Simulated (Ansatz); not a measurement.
Base system: BP in the zinc blende structure (space group F-43m, No. 216; a = 4.5364 Å). Axes: x, y, z lie along the cube axes.

Computed with r2SCAN (Ansatz, a program for electronic structure), no spin-orbit coupling, earlier PAW set.

Before the change:

```
Property    Value
--------  -------
Band gap  1.41 eV
```

The change: biaxial strain +1.02 %, plane normal [111], relaxed out of plane (Cartesian); in-plane vectors clamped, the third vector and the atoms free.

Problem. Predict the new band gap.

Solution. The band gap decreases by 0.04 eV, from 1.41 eV to 1.37 eV.

Problem. How does this affect the energy relative to the base?

Solution. The energy increases by 3.4 meV/atom.

No phonon test of stability was made.
